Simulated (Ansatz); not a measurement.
Consider interstitial Cu in wurtzite GaN, charge state +1. Level of theory: PBE, PAW (plane waves to 420 eV; Ansatz, a first-principles code).

Cell of 72 host sites held at the relaxed PBE lattice; one k-point at (0.125, 0.250, 0.250); Fermi-Dirac width 0.01 eV, spin-restricted; finite-size errors left in. Static, classical nuclei. The charge state is imposed; whether it is stable for some Fermi level was not computed. Sites that were not tried may lie lower.

Barriers: single points on a 2×2×2 k-point mesh shifted by half a step along c at the bands' geometries.

Relaxed starting cell (atoms counted from 1):

```xyz
73
Lattice="9.6554 0.0000 0.0000 -4.8277 8.3618 0.0000 0.0000 0.0000 10.4862" Properties=species:S:1:pos:R:3 pbc="T T T"
Ga     1.6685     0.9600     2.5321
Ga     1.6189     0.9314     7.8735
Ga    -0.0022     3.7184     2.6137
Ga    -0.0010     3.7333     7.8894
Ga    -1.6075     6.4982     2.6130
Ga    -1.5931     6.4895     7.8884
Ga     4.8261     0.9214     2.6190
Ga     4.8271     0.9207     7.8642
Ga     3.2126     3.7153     2.6191
Ga     3.2143     3.7137     7.8641
Ga     1.6023     6.4977     2.6132
Ga     1.5903     6.4893     7.8887
Ga     7.9844     0.9588     2.5322
Ga     8.0353     0.9306     7.8734
Ga     6.4390     3.7149     2.6191
Ga     6.4397     3.7133     7.8642
Ga     4.8256     6.4307     2.5337
Ga     4.8264     6.4862     7.8736
Ga    -0.0035     1.9814     5.3336
Ga    -0.0039     1.8686    10.4619
Ga    -1.6171     4.6473     5.2486
Ga    -1.6154     4.6490    10.4923
Ga    -3.1221     7.3779     5.3323
Ga    -3.2177     7.4339    10.4613
Ga     3.2444     1.8783     5.2538
Ga     3.2253     1.8688    10.4589
Ga     1.6087     4.6471     5.2488
Ga     1.6068     4.6489    10.4922
Ga    -0.0047     7.4396     5.2479
Ga    -0.0045     7.4388    10.4921
Ga     6.4054     1.8770     5.2536
Ga     6.4224     1.8684    10.4592
Ga     4.8237     4.6136     5.2539
Ga     4.8235     4.6370    10.4590
Ga     3.1121     7.3770     5.3324
Ga     3.2091     7.4337    10.4613
N      1.6489     0.9630     4.6102
N      1.6087     0.9355     9.8402
N     -0.0044     3.7501     4.5898
N     -0.0044     3.7299     9.8484
N     -1.5907     6.4929     4.5897
N     -1.6062     6.5031     9.8473
N      4.8242     0.9297     4.5911
N      4.8235     0.9275     9.8306
N      3.2128     3.7197     4.5921
N      3.2094     3.7230     9.8302
N      1.5795     6.4920     4.5895
N      1.5969     6.5029     9.8477
N      7.9998     0.9582     4.6122
N      8.0385     0.9352     9.8405
N      6.4344     3.7193     4.5917
N      6.4372     3.7227     9.8303
N      4.8195     6.4520     4.6078
N      4.8232     6.5030     9.8399
N     -0.0014     1.8677     1.9541
N     -0.0007     1.8657     7.2589
N     -1.6129     4.6409     1.9788
N     -1.6092     4.6417     7.2172
N     -3.2096     7.4222     1.9518
N     -3.2110     7.4229     7.2580
N      3.2467     1.8728     1.9476
N      3.2209     1.8551     7.2180
N      1.6086     4.6408     1.9786
N      1.6073     4.6416     7.2176
N     -0.0024     7.4311     1.9788
N     -0.0012     7.4267     7.2168
N      6.4064     1.8715     1.9483
N      6.4335     1.8546     7.2177
N      4.8255     4.6059     1.9475
N      4.8271     4.6363     7.2184
N      3.2051     7.4209     1.9523
N      3.2081     7.4220     7.2585
Cu    -0.0006     0.0024     3.9983
```
Cell charge +1.

End state 1 differs by these moves (Å; atoms that move under 0.08 Å are left out):

```json
[
 {"atom": "1", "element": "Ga", "Δx": "-0.03", "Δy": "-0.05", "Δz": "0.10"},
 {"atom": "13", "element": "Ga", "Δx": "-0.15", "Δy": "-0.18", "Δz": "-0.89"},
 {"atom": "17", "element": "Ga", "Δx": "0.00", "Δy": "0.07", "Δz": "0.09"},
 {"atom": "19", "element": "Ga", "Δx": "0.14", "Δy": "-0.06", "Δz": "0.18"},
 {"atom": "20", "element": "Ga", "Δx": "0.05", "Δy": "0.02", "Δz": "-0.09"},
 {"atom": "23", "element": "Ga", "Δx": "-0.09", "Δy": "0.06", "Δz": "-0.09"},
 {"atom": "32", "element": "Ga", "Δx": "-0.14", "Δy": "0.07", "Δz": "-0.13"},
 {"atom": "35", "element": "Ga", "Δx": "0.12", "Δy": "0.05", "Δz": "-0.03"},
 {"atom": "36", "element": "Ga", "Δx": "0.00", "Δy": "-0.18", "Δz": "-0.14"},
 {"atom": "48", "element": "N", "Δx": "-0.05", "Δy": "-0.04", "Δz": "-0.05"},
 {"atom": "49", "element": "N", "Δx": "0.09", "Δy": "0.00", "Δz": "0.42"},
 {"atom": "50", "element": "N", "Δx": "-0.04", "Δy": "-0.03", "Δz": "0.12"},
 {"atom": "55", "element": "N", "Δx": "0.06", "Δy": "0.03", "Δz": "-0.08"},
 {"atom": "56", "element": "N", "Δx": "0.04", "Δy": "0.01", "Δz": "0.16"},
 {"atom": "67", "element": "N", "Δx": "-0.10", "Δy": "0.02", "Δz": "-0.12"},
 {"atom": "68", "element": "N", "Δx": "-0.02", "Δy": "0.01", "Δz": "0.08"},
 {"atom": "71", "element": "N", "Δx": "-0.01", "Δy": "-0.15", "Δz": "-0.13"},
 {"atom": "73", "element": "Cu", "Δx": "-0.84", "Δy": "1.45", "Δz": "-0.54"}
]
```

What forward and backward barriers to end state 1 does PBE, PAW give?

forward 0.58 eV, backward 0.065 eV; at the saddle point atom 73 has neighbours Ga at 2.19, Ga at 2.32, Ga at 2.38; N at 1.86, N at 2.01, N at 2.30 Å. The saddle point's order was not checked.

End state 2 differs by these moves (Å; atoms that move under 0.08 Å are left out):

```csv
atom,element,Δx,Δy,Δz
1,Ga,0.04,0.02,0.17
13,Ga,-0.04,0.02,0.17
17,Ga,0.00,-0.06,0.17
19,Ga,0.00,-0.11,-0.09
20,Ga,0.00,0.06,-0.07
23,Ga,-0.09,0.05,-0.09
24,Ga,0.05,-0.03,-0.07
35,Ga,0.09,0.05,-0.09
36,Ga,-0.06,-0.03,-0.07
73,Cu,0.00,-0.01,-2.63
```

What is the computed forward and backward barriers to end state 2 (PBE, PAW)?

forward 1.15 eV, backward 1.15 eV; at the saddle point atom 73 has neighbours 3 Ga at 2.15; 2 N at 2.07, N at 2.08, N at 2.60, N at 2.61, N at 2.62 Å. The saddle point's order was not checked, and it lies on a symmetry element of the cell, where a band can be held.
